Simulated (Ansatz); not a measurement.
# A computed series for TiO2: pressure series

Take TiO2 in the anatase structure (space group I4_1/amd, No. 141) as the base.

```
CELL_PARAMETERS angstrom
     -1.88893     1.88893     4.79189
      1.88893    -1.88893     4.79189
      1.88893     1.88893    -4.79189
ATOMIC_POSITIONS crystal
  Ti 0.50000 0.50000 0.00000
  Ti 0.25000 0.75000 0.50000
  O  0.29273 0.29273 0.00000
  O  0.04273 0.54273 0.50000
  O  0.45727 0.95727 0.50000
  O  0.70727 0.70727 0.00000
```

Cell and atoms are relaxed at each pressure.

The values are results of DFT with r2SCAN, PAW potentials and a 500 eV plane-wave cutoff in Ansatz (a program for electronic structure), no spin-orbit coupling, not measurements.

Candidates:
(a) pressure 1.5 GPa
(b) pressure −2 GPa
(c) pressure 3 GPa
(d) pressure 5 GPa

Before the change:

| Quantity | Value |
|---|---|
| c/a ratio | 2.537 |

**Question.** Order them by c/a ratio, highest first.

**Answer.** (b) pressure −2 GPa (2.550), (a) pressure 1.5 GPa (2.527), (c) pressure 3 GPa (2.517), (d) pressure 5 GPa (2.502)

Load acts through the strain it causes; cell and atoms are relaxed under it. Stability against distortions was not tested. No other phases were tried under pressure. All final runs are without spin polarisation.
